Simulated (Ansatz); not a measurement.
The starting structures come from a database of crystals and need not be the phases stable at ambient conditions.

By PBEsol, the system below comes out a metal.

The ballistic (Sharvin) conductance counts the channels at the Fermi level: G/A = (e²/h) × channels of both spins per area.

Input:

```
CELL_PARAMETERS angstrom
      3.10092     0.00000     0.00000
     -1.55046     2.68548     0.00000
      1.55046     0.89516     2.53189
ATOMIC_POSITIONS crystal
  W  0.00000 0.00000 0.00000
  C  0.00000 0.50000 0.50000
```

Space group of this cell: Fm-3m, rock salt. The cell is taken as given; by PBEsol its mean pressure is -10.1 GPa.

The current flows along the normal of the first two printed cell vectors, the (111) plane of the conventional cell. No spin-orbit coupling; the value is a mean over 0.1 eV about the Fermi level.

**Question.** Compute, with Ansatz (an electronic-structure program) with PBEsol, the ballistic conductance per area.

**Answer.** 1.6 × 10¹⁵ S/m² for both spins.
